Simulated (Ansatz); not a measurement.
Parameter sweep on Si (Fd-3m, 2 atoms in the cell)

```cif
data_Si8
_chemical_formula_sum 'Si8'
_space_group_name_H-M_alt 'Fd-3m :1'
_space_group_IT_number 227
_space_group_name_Hall 'F 4d 2 3 -1d'
_cell_length_a 5.44370
_cell_length_b 5.44370
_cell_length_c 5.44370
_cell_angle_alpha 90.000
_cell_angle_beta 90.000
_cell_angle_gamma 90.000
loop_
_atom_site_label
_atom_site_type_symbol
_atom_site_symmetry_multiplicity
_atom_site_Wyckoff_symbol
_atom_site_fract_x
_atom_site_fract_y
_atom_site_fract_z
_atom_site_occupancy
Si1 Si 8 b 0.50000 0.50000 0.50000 1
```
(The calculation used a cell of 2 atoms; values per cell refer to that cell.)

Base run A: Ansatz (a program for electronic structure) with PBE, PAW files, self-consistent single point.

Its settings: basis.ecutwfc = 420 eV; kpoints.mp_grid.grid = 5 5 5; hamiltonian.xc = pbe; hamiltonian.pseudopotentials = {kind: paw} (the program's default PAW files); scf.occupations.method = fixed.

The starting cell comes from a database of computed structures (which also holds hypothetical and non-ambient phases and stackings), without a prior relaxation at this level. Ansatz's pressure includes its estimate of the finite-basis (Pulay) stress.

ΔF is the free energy per atom less that of run A. A dash stands where there is no value to compare (another energy zero or no entropy term, no result, no spin, no clean gap, or a mesh too coarse for one). Total energies depend on the potentials, the functional and any Hubbard or dispersion term, so they are compared only between runs that share all of them.

Runs:
- B: kpoints.mp_grid.grid: 5 5 5 → 2 2 2; hamiltonian.xc: pbe → hse06 [HSE06]
- C: kpoints.mp_grid.grid: 5 5 5 → 2 2 2
- D: kpoints.mp_grid.grid: 5 5 5 → 3 3 3; hamiltonian.xc: pbe → hse06 [HSE06]
- E: kpoints.mp_grid.grid: 5 5 5 → 3 3 3
- F: kpoints.mp_grid.grid: 5 5 5 → 4 4 4; hamiltonian.xc: pbe → hse06 [HSE06]
- G: kpoints.mp_grid.grid: 5 5 5 → 4 4 4
- H: kpoints.mp_grid.grid: 5 5 5 → 2 2 2; hamiltonian.xc: pbe → pbe0 [PBE0]
- I: kpoints.mp_grid.grid: 5 5 5 → 3 3 3; hamiltonian.xc: pbe → pbe0 [PBE0]
- J: kpoints.mp_grid.grid: 5 5 5 → 4 4 4; hamiltonian.xc: pbe → pbe0 [PBE0]
- K: basis.ecutwfc: 420 eV → 295 eV; kpoints.mp_grid.grid: 5 5 5 → 3 3 3; hamiltonian.xc: pbe → hse06 [HSE06]
- L: kpoints.mp_grid.grid: 5 5 5 → 3 3 3; hamiltonian.xc: pbe → b3lyp [B3LYP]
- M: kpoints.mp_grid.grid: 5 5 5 → 3 3 3; hamiltonian.xc: pbe → hse06; hamiltonian.dispersion: default → d3bj [HSE06-D3BJ]

```json
[
 {"run": "A", "ΔF (meV/atom)": "0.00", "pressure (GPa)": "1.53", "gap on the mesh (eV)": "0.586", "k-points": "10"},
 {"run": "B", "ΔF (meV/atom)": "–", "pressure (GPa)": "7.68", "gap on the mesh (eV)": "1.546", "k-points": "3"},
 {"run": "C", "ΔF (meV/atom)": "1238.7", "pressure (GPa)": "9.08", "gap on the mesh (eV)": "0.612", "k-points": "3"},
 {"run": "D", "ΔF (meV/atom)": "–", "pressure (GPa)": "1.74", "gap on the mesh (eV)": "1.409", "k-points": "4"},
 {"run": "E", "ΔF (meV/atom)": "275.3", "pressure (GPa)": "3.27", "gap on the mesh (eV)": "0.699", "k-points": "4"},
 {"run": "F", "ΔF (meV/atom)": "–", "pressure (GPa)": "0.38", "gap on the mesh (eV)": "1.328", "k-points": "8"},
 {"run": "G", "ΔF (meV/atom)": "61.4", "pressure (GPa)": "1.94", "gap on the mesh (eV)": "0.707", "k-points": "8"},
 {"run": "H", "ΔF (meV/atom)": "–", "pressure (GPa)": "7.52", "gap on the mesh (eV)": "2.301", "k-points": "3"},
 {"run": "I", "ΔF (meV/atom)": "–", "pressure (GPa)": "1.56", "gap on the mesh (eV)": "2.121", "k-points": "4"},
 {"run": "J", "ΔF (meV/atom)": "–", "pressure (GPa)": "0.19", "gap on the mesh (eV)": "2.012", "k-points": "8"},
 {"run": "K", "ΔF (meV/atom)": "–", "pressure (GPa)": "1.73", "gap on the mesh (eV)": "1.407", "k-points": "4"},
 {"run": "L", "ΔF (meV/atom)": "–", "pressure (GPa)": "3.87", "gap on the mesh (eV)": "2.049", "k-points": "4"},
 {"run": "M", "ΔF (meV/atom)": "–", "pressure (GPa)": "-0.92", "gap on the mesh (eV)": "1.409", "k-points": "4"}
]
```

Run J against A: The pressure goes from 1.53 to 0.19 GPa and the gap on the mesh goes from 0.586 to 2.012 eV.

Run C against A: The free energy rises by 1.24 eV/atom, the pressure goes from 1.53 to 9.08 GPa and the gap on the mesh goes from 0.586 to 0.612 eV.

Run K against A: The pressure goes from 1.53 to 1.73 GPa and the gap on the mesh goes from 0.586 to 1.407 eV.

Left out of this page: 1 run of the series unsound by tests on forces, stress, charge or solver warnings.

Keys are those of Ansatz 0.2.
